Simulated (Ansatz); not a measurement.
An Ansatz (an electronic-structure program) run: PtSe2 with a change (uniaxial strain ε_zz = +2.00 %); Ansatz, PBEsol-D3(BJ), PAW, cutoff 420 eV, without spin-orbit coupling.

Input:

Ansatz 0.2 input:
```yaml
crystal:
  lattice:
    - [3.7385300144, 0, 0]
    - [-1.8692650072, 3.2376619653, 0]
    - [0, 0, 4.7277416756]
  atoms:
    - { symbol: Pt, position: [0, 0, 0] }
    - { symbol: Se, position: [0.3333333333, 0.6666666667, 0.2720132522] }
    - { symbol: Se, position: [0.6666666667, 0.3333333333, 0.7279867478] }
basis: { ecutwfc: 420, ecutrho_ratio: 4, xc_grid: 2, fft_grid_basis: typed }
kpoints: { mp_grid: { grid: [18, 18, 13] } }
hamiltonian:
  xc: pbesol
  dispersion: d3bj
  pseudopotentials: { kind: paw }
scf: { occupations: { method: fermi_dirac, width: 0.1 }, convergence: { dr2_threshold: 0.0000000003 } }
relax: { f_tol: 0.005, max_steps: 50 }
output: { forces: true, stress: true }
checkpoint: { write: state.ck, write_every: 1000 }
```

Output (explanatory and most iteration lines left out):

```
Relaxation: its limit of steps is 50 (relax.max_steps)
Pseudopotential: Pt, paw, valence charge 18
Pseudopotential: Se, paw, valence charge 16
Crystal: 3 atoms, lattice volume = 57.225 Å³
Basis set: ecut = 420 eV, 1119 PW (Γ), exchange–correlation on 50×50×64 points (8 copies of the dense FFT grid, shifted against one another)
Bands: 30, of which v1, the nominal top of the filled ones, is band 25 counted from 1 (24 counted from 0)
Symmetry: 12 space group operations
Space group: P-3m1 (ITA 164), of the structure as read, at distance tolerance 3.9e-5 Å
k-points: 421 of 4212
Functional: x = pbesol(κ = 0.804, μ = 0.12345679012345678), c = pbesol(β = 0.046)
SCF iter   1: F=—  HF=-23234.825916 eV  |F-HF|=—  |Δ(HF+E_count)|=         —  Δρ=3.84e-3  dr2=9.10e-3  ethr=1.77e-3  ⟨swp⟩=5.3  Hψ=48047  notcnv=0
SCF iter   2: F=—  HF=-23234.826941 eV  |F-HF|=—  |Δ(HF+E_count)|=   1.02e-3  Δρ=2.79e-3  dr2=5.04e-3  ethr=1.82e-5  ⟨swp⟩=2.0  Hψ=28169  notcnv=0
SCF 1 converged in 8 iterations: F = -23234.824879 eV  dr2 = 1.24e-11
relax step   1: F+E_penalty+E_count = -23234.82487917 eV  Δ(F+E_penalty+E_count) = +0.000e0 eV  max|allowed force component| = 2.066e-1 eV/Å  Δτ_max = 0.0000 Å  (8 SCF iters, accepted)
Crystal: 3 atoms, lattice volume = 57.225 Å³
SCF iter   1: F=—  HF=-23234.826730 eV  |F-HF|=—  |Δ(HF+E_count)|=         —  Δρ=2.73e-3  dr2=5.13e-3  ethr=1.03e-5  ⟨swp⟩=1.9  Hψ=43006  notcnv=0
SCF iter   2: F=—  HF=-23234.826853 eV  |F-HF|=—  |Δ(HF+E_count)|=   1.23e-4  Δρ=1.98e-3  dr2=5.20e-3  ethr=1.03e-5  ⟨swp⟩=2.0  Hψ=21529  notcnv=0
SCF 2 converged in 7 iterations: F = -23234.825604 eV  dr2 = 2.78e-11
relax step   2: F+E_penalty+E_count = -23234.82560377 eV  Δ(F+E_penalty+E_count) = -7.246e-4 eV  max|allowed force component| = 1.869e-1 eV/Å  Δτ_max = 0.0311 Å  (7 SCF iters, accepted)
Crystal: 3 atoms, lattice volume = 57.225 Å³
SCF iter   1: F=—  HF=-23234.828560 eV  |F-HF|=—  |Δ(HF+E_count)|=         —  Δρ=1.28e-3  dr2=1.12e-3  ethr=2.26e-5  ⟨swp⟩=3.3  Hψ=26711  notcnv=0
SCF iter   2: F=—  HF=-23234.828563 eV  |F-HF|=—  |Δ(HF+E_count)|=   3.27e-6  Δρ=8.88e-4  dr2=1.03e-3  ethr=2.23e-6  ⟨swp⟩=2.2  Hψ=23080  notcnv=0
SCF 3 converged in 6 iterations: F = -23234.828316 eV  dr2 = 1.57e-10
relax step   3: F+E_penalty+E_count = -23234.82831641 eV  Δ(F+E_penalty+E_count) = -2.713e-3 eV  max|allowed force component| = 5.935e-4 eV/Å  Δτ_max = 0.0146 Å  (6 SCF iters, accepted)
SCF converged after 6 iterations
Free energy (F): -23234.828316 eV
Internal energy: -23234.803198 eV  (E = F + TS)
E sigma→0 (E₀):  -23234.815757 eV
Entropy (-TS):   -0.025118 eV (-8.373 meV/atom)
Fermi energy:    14.224817 eV
  E_disp       = -1.363779  (pairwise vdW)
--- Forces (eV/Å), atoms counted from 1 ---
  atom   1  Pt     0.00000000     0.00000000     0.00000000
  atom   2  Se    -0.00000000    -0.00000000    -0.00059354
  atom   3  Se     0.00000000     0.00000000     0.00059354
--- Stress (GPa, compression-positive) ---
       -1.047954       0.000000       0.000000
        0.000000      -1.047954      -0.000000
        0.000000      -0.000000      -1.631359
  P = ⅓ Tr σ = -1.2424 GPa (-12.424 kbar)
--- Relaxed structure (3 steps of the walk, 3 accepted, 0 SCFs on fresh bases) ---
  atoms:
    - { symbol: Pt, position: [-2.2239570359574297e-35, -3.964954374947571e-35, 0.0] }
    - { symbol: Se, position: [0.3333333333333333, 0.6666666666666666, 0.2685216730715903] }
    - { symbol: Se, position: [0.6666666666666666, 0.3333333333333333, 0.7314783269284096] }
```

Stability against distortions was not tested. The final runs are not spin-polarised. The cell was made from PtSe$_{2}$ in the CdI2 type structure (space group P-3m1, No. 164; layered) by this change: uniaxial strain ε_zz = +2.00 %.
